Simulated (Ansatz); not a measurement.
## Habitual settings against a tight run: MoS2 (P6_3/mmc, 6 atoms in the cell)

Self-consistent single point.

```
MoS2
1.0
    3.14975     0.00000     0.00000
   -1.57488     2.72777     0.00000
    0.00000     0.00000    13.03079
Mo S
2 4
Direct
  0.00000   0.00000   0.25000
  0.00000   0.00000   0.75000
  0.33333   0.66667   0.36774
  0.66667   0.33333   0.63226
  0.66667   0.33333   0.86774
  0.33333   0.66667   0.13226
```

Level of theory: PBEsol, harder PAW files (source: ansatz) made with PBE (plane waves; Ansatz, a first-principles code).

Base settings: basis.ecutwfc = 510 eV; kpoints.mp_grid.grid = 6 6 2; hamiltonian.xc = pbesol; hamiltonian.pseudopotentials = {kind: paw, source: ansatz}; scf.occupations.method = fixed.

Tight run (finer mesh or higher cutoff; not a proven limit): basis.ecutwfc: 510 eV → 715 eV; kpoints.mp_grid.grid: 6 6 2 → 9 9 3; scf.convergence.dr2_threshold: default (1e-07 eV) → 1e-09 eV. It gave top of the valence band (on the code's own zero) 10.02 eV; gap on the k-point mesh 1.12 eV; pressure 1.73 GPa; largest force (vector length) 0.431 eV/Å.

Quick runs, as changes from the base:
- A: the base itself
- B: kpoints.mp_grid.grid: 6 6 2 → 4 4 4; hamiltonian.xc: pbesol → lda [LDA (PW92)]
- C: basis.ecutwfc: 510 eV → 305 eV; kpoints.mp_grid.grid: 6 6 2 → 3 3 3; scf.occupations.method: fixed → methfessel_paxton; scf.occupations.width: default → 0.5 eV
- D: basis.ecutwfc: 510 eV → 410 eV; kpoints.mp_grid.grid: 6 6 2 → 2 2 2
- E: kpoints.mp_grid.grid: 6 6 2 → 3 3 3; hamiltonian.xc: pbesol → b3lyp [B3LYP]
- F: kpoints.mp_grid.grid: 6 6 2 → 2 2 2; hamiltonian.xc: pbesol → hse06 [HSE06]

Energies are extrapolated to zero smearing width, which holds to low order in the width alone.

Dashes: energy of B, E, F, another energy zero; gap of B, C, D, F, left out as unsure on this mesh or at this smearing; count of E, F, another kind of functional, whose work the count does not hold.

Gaps are read on each run's own mesh, which may miss the band edges.

† marks runs with another functional, U, potentials or spin treatment: their distance from the tight run is not a convergence error alone.

The count of work is k-points × plane waves × bands × iterations; it is no time. 

Pressures in the table are Ansatz's without its Pulay estimate, at a fixed set of plane waves; the tight run's value above holds the estimate.

The starting cell comes from a database of computed structures (which also holds hypothetical and non-ambient phases and stackings), without a prior relaxation at this level. Its lattice was rescaled by a random factor within 2.5 % of one.

| run | energy less tight (meV/atom) | pressure less tight (GPa) | largest miss in a force vector (eV/Å) | gap on the mesh less tight (eV) | count of work / tight |
|---|---|---|---|---|---|
| A | 0.6 | 0.00 | 0.006 | 0.000 | 0.29 |
| B† | – | -3.01 | 0.226 | – | 0.25 |
| C | 312.6 | -17.09 | 0.126 | – | 0.053 |
| D | 300.5 | 1.61 | 0.449 | – | 0.059 |
| E† | – | 6.53 | 0.101 | 1.063 | – |
| F† | – | 2.09 | 0.165 | – | – |

Among the runs at the tight run's level, the energy misses run from 0.6 to 312.6 meV/atom.

Left out of this page: 1 run of the series with a known weakness of the program; 1 run of the series unsound by tests on forces, stress, charge or solver warnings.

Keys are those of Ansatz 0.2.
